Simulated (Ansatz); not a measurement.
Take GaAs in the zinc blende structure (space group F-43m, No. 216) as the base.

```
GaAs
1.0
    0.00000     2.83335     2.83335
    2.83335     0.00000     2.83335
    2.83335     2.83335     0.00000
Ga As
1 1
Direct
  0.00000   0.00000   0.00000
  0.25000   0.25000   0.25000
```

Cartesian axes are those of the cell as printed.

Calculations: r2SCAN (Ansatz, a program for electronic structure, PAW, scalar-relativistic without spin-orbit coupling).

Base values:

Band gap: 0.96 eV

The change: a pure shear with ε_xy = ε_yx = 0.0029, atoms relaxed at fixed cell.

How does this affect the band gap?

The band gap decreases by 0.02 eV, from 0.96 eV to 0.94 eV.

What does the calculation give for the stress after the change?

The stress (xx, yy, zz, yz, xz, xy; compression positive) is (0.00, 0.00, 0.00, 0.00, 0.00, -0.35) GPa.

The cells carry an imposed strain or load. Stability against distortions was not tested.
